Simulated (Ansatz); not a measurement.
Take VO₂ in the rutile structure (space group P4_2/mnm, No. 136; ferromagnetic) as the base.

```
VO2
1.0
    4.58364     0.00000     0.00000
    0.00000     4.58364     0.00000
    0.00000     0.00000     2.83858
V O
2 4
Cartesian
  0.00000   0.00000   0.00000
  2.29182   2.29182   1.41929
  1.37521   1.37521   0.00000
  3.66703   0.91661   1.41929
  0.91661   3.66703   1.41929
  3.20843   3.20843   0.00000
```

Calculations: Kohn–Sham DFT with the PBE functional, run in Ansatz (an electronic-structure program) with PAW and 420 eV plane waves, spin-orbit coupling left out.

Base values:

* **c/a ratio**: 0.619
* **Volume per atom**: 9.94 Å³

Now apply this change: spin polarisation is switched off and the cell is relaxed again.

Task: Predict the new energy relative to the base.

Result: The energy rises by 0.03 eV/atom (to 0.01 eV only: unlike meshes or grids).

Task: What does the calculation give for the c/a ratio after the change?

Result: The c/a ratio falls by 0.017, from 0.619 to 0.602.

Task: What happens to the volume per atom?

Result: The volume per atom falls by 0.09 Å³ to 9.85 Å³.

Other magnetic orders, which the real material may have, were not ruled out. No phonon test of stability was made. No Hubbard U is applied, and correlation can decide whether such a compound is a metal. Spin-polarised in the final run: base; the other runs are not.
